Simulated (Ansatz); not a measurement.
An Ansatz (an electronic-structure program) run: SnS2 with a change (electrons 2.0×10^21 cm⁻³); PBE-D3(BJ) (Ansatz, PAW, no spin-orbit coupling).

Input:

Ansatz 0.2 input:
```yaml
crystal:
  lattice:
    - [3.6693948406, 0, 0]
    - [-1.8346974203, 3.1777891485, 0]
    - [0, 0, 5.8062103748]
  atoms:
    - { symbol: Sn, position: [0, 0, 0] }
    - { symbol: S, position: [0.3333333333, 0.6666666667, 0.2546006414] }
    - { symbol: S, position: [0.6666666667, 0.3333333333, 0.7453993586] }
basis: { ecutwfc: 420, ecutrho_ratio: 4, xc_grid: 2, fft_grid_basis: typed }
kpoints: { mp_grid: { grid: [18, 18, 10] } }
hamiltonian:
  xc: pbe
  dispersion: d3bj
  pseudopotentials: { kind: paw }
total_charge: -0.135407
scf: { occupations: { method: fermi_dirac, width: 0.0259 }, convergence: { dr2_threshold: 0.0000000003 } }
relax: { f_tol: 0.005, max_steps: 30 }
output: { forces: true, stress: true }
checkpoint: { write: state.ck, write_every: 1000 }
```

Output (explanatory and most iteration lines left out):

```
Relaxation: its limit of steps is 30 (relax.max_steps)
Pseudopotential: Sn, paw, valence charge 14
Pseudopotential: S, paw, valence charge 6
Crystal: 3 atoms, lattice volume = 67.704 Å³
Basis set: ecut = 420 eV, 1315 PW (Γ), exchange–correlation on 50×50×80 points (8 copies of the dense FFT grid, shifted against one another)
Bands: 18, of which v1, the nominal top of the filled ones, is band 13 counted from 1 (12 counted from 0)
Symmetry: 12 space group operations
Space group: P-3m1 (ITA 164), of the structure as read, at distance tolerance 4.1e-5 Å
k-points: 330 of 3240
Functional: x = pbe(κ = 0.804, μ = 0.2195149727645171), c = pbe(β = 0.06672455060314922)
SCF iter   1: F=—  HF=-7829.341783 eV  |F-HF|=—  |Δ(HF+E_count)|=         —  Δρ=8.85e-3  dr2=1.04e-1  ethr=1.77e-3  ⟨swp⟩=6.6  Hψ=34614  notcnv=0
SCF iter   2: F=—  HF=-7829.323010 eV  |F-HF|=—  |Δ(HF+E_count)|=   1.88e-2  Δρ=7.23e-3  dr2=7.26e-2  ethr=3.98e-4  ⟨swp⟩=3.0  Hψ=15758  notcnv=0  defer=156
SCF 1 converged in 8 iterations: F = -7829.302170 eV  dr2 = 1.51e-10
relax step   1: F+E_penalty+E_count = -7829.30217017 eV  Δ(F+E_penalty+E_count) = +0.000e0 eV  max|allowed force component| = 1.323e-1 eV/Å  Δτ_max = 0.0000 Å  (8 SCF iters, accepted)
Crystal: 3 atoms, lattice volume = 67.704 Å³
SCF iter   1: F=—  HF=-7829.301905 eV  |F-HF|=—  |Δ(HF+E_count)|=         —  Δρ=1.41e-3  dr2=1.31e-3  ethr=4.33e-6  ⟨swp⟩=2.0  Hψ=24771  notcnv=0  defer=153
SCF iter   2: F=—  HF=-7829.301592 eV  |F-HF|=—  |Δ(HF+E_count)|=   3.13e-4  Δρ=5.53e-4  dr2=3.07e-4  ethr=4.33e-6  ⟨swp⟩=2.0  Hψ=8600  notcnv=0  defer=153
SCF 2 converged in 7 iterations: F = -7829.301454 eV  dr2 = 2.27e-11
relax step   2: F+E_penalty+E_count = -7829.30145426 eV  Δ(F+E_penalty+E_count) = +7.159e-4 eV  max|allowed force component| = 1.567e-1 eV/Å  Δτ_max = 0.0277 Å  (7 SCF iters, rejected (line search))
Crystal: 3 atoms, lattice volume = 67.704 Å³
SCF iter   1: F=—  HF=-7829.303945 eV  |F-HF|=—  |Δ(HF+E_count)|=         —  Δρ=7.76e-4  dr2=4.01e-4  ethr=1.54e-5  ⟨swp⟩=3.3  Hψ=16897  notcnv=0  defer=154
SCF iter   2: F=—  HF=-7829.303851 eV  |F-HF|=—  |Δ(HF+E_count)|=   9.40e-5  Δρ=2.99e-4  dr2=8.86e-5  ethr=1.53e-6  ⟨swp⟩=2.0  Hψ=11021  notcnv=0  defer=153
SCF 3 converged in 7 iterations: F = -7829.303826 eV  dr2 = 7.17e-12
relax step   3: F+E_penalty+E_count = -7829.30382636 eV  Δ(F+E_penalty+E_count) = -1.656e-3 eV  max|allowed force component| = 2.422e-3 eV/Å  Δτ_max = 0.0123 Å  (7 SCF iters, accepted)
SCF converged after 7 iterations
Free energy (F): -7829.303826 eV
Internal energy: -7829.302510 eV  (E = F + TS)
E sigma→0 (E₀):  -7829.303168 eV
Entropy (-TS):   -0.001316 eV (-0.439 meV/atom)
Fermi energy:    8.204090 eV
  E_disp       = -0.984993  (pairwise vdW)
--- Forces (eV/Å), atoms counted from 1 ---
  atom   1  Sn    -0.00000000     0.00000000     0.00000000
  atom   2  S      0.00000000     0.00000000     0.00242177
  atom   3  S      0.00000000    -0.00000000    -0.00242177
--- Stress (GPa, compression-positive) ---
        0.224030      -0.000000      -0.000000
       -0.000000       0.224030      -0.000000
       -0.000000      -0.000000       0.262177
  P = ⅓ Tr σ = 0.2367 GPa (2.367 kbar)
--- Relaxed structure (3 steps of the walk, 2 accepted, 0 SCFs on fresh bases) ---
  atoms:
    - { symbol: Sn, position: [1.766054782569255e-36, -8.41749586126852e-37, 0.0] }
    - { symbol: S, position: [0.3333333333333333, 0.6666666666666666, 0.2567230638284321] }
    - { symbol: S, position: [0.6666666666666666, 0.3333333333333333, 0.743276936171568] }
```

Charged cell with a jellium background: band edges are those of the host's band count, energies are not comparable with the neutral cell, and many-body gap narrowing is missing. No phonon test of stability was made. The cell was made from SnS2 in the CdI2 type structure (space group P-3m1, No. 164; layered, stacked along the Cartesian z axis) by this change: electrons 2.0×10^21 cm⁻³.
